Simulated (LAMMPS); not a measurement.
Ta (bcc) at 300 K and zero pressure, started from the crystal, with several potentials, in cells of their own sizes.

The levels:
- EAM-type CuTa.eam.alloy: classical MD, pair style eam/alloy, file CuTa.eam.alloy (LAMMPS); X. W. Zhou, R. A. Johnson,  H. N. G. Wadley, Phys. Rev. B, 69, 144113 (2004)
- MEAM library.meam-Ta: classical MD, pair style meam, file library.meam (library.meam-Ta) (LAMMPS); Baskes, Phys Rev B, 46, 2727-2742 (1992)
- SNAP Ta06A.snap: MD with a machine-learned potential, pair style snap, file Ta06A.snap (LAMMPS); Thompson, Swiler, Trott, Foiles and Tucker, arxiv.org, 1409.3880 (2014)
- Ta_param.pod: MD with a machine-learned potential, pair style pod, file Ta_param.pod (LAMMPS)

```csv
potential,state,volume,first peak of g(r),coordination number,mean phonon frequency,rough cost (ms per atom and simulated ps)
EAM-type CuTa.eam.alloy,crystal; no diffusion seen in 30 ps,18.0753 ± 0.0002 Å³/atom,"2.86 Å, height 7.4",14.0 (counted to 3.98 Å),3.4 THz,0.3 to 1
MEAM library.meam-Ta,crystal; no diffusion seen in 30 ps,18.1570 ± 0.0002 Å³/atom,"2.86 Å, height 7.0",14.0 (counted to 4.02 Å),3.2 THz,1 to 3
Ta_param.pod,crystal; no diffusion seen in 21 ps,18.191 ± 0.001 Å³/atom,"2.86 Å, height 6.9",14.0 (counted to 4.02 Å),3.2 THz,10 to 30
SNAP Ta06A.snap,crystal; no diffusion seen in 9.0 ps,18.2777 ± 0.0004 Å³/atom,"2.87 Å, height 7.5",14.0 (counted to 4.02 Å),3.4 THz,30 to 100
```

Costs are rough: whole-run CPU time with set-up and analysis, from shared machines, in bands a factor of about three wide.

Caution: the potential MEAM library.meam-Ta is a first-neighbour MEAM set with a 4 Å cutoff, used here without a parameter file and away from the static properties it was fitted to.

States go by the mean squared displacement: a species diffuses where it passes 1.5 Å², still rises and gives D over 1e-6 cm²/s; a crystal has left its structure where atoms lie 0.35 Å off their sites on average or a cubic box changes its shape by 3 %, or the axial ratios of another lie 8 % off the starting cell's, which the potential's own relaxation can also do.

Errors shown are sampling errors alone.
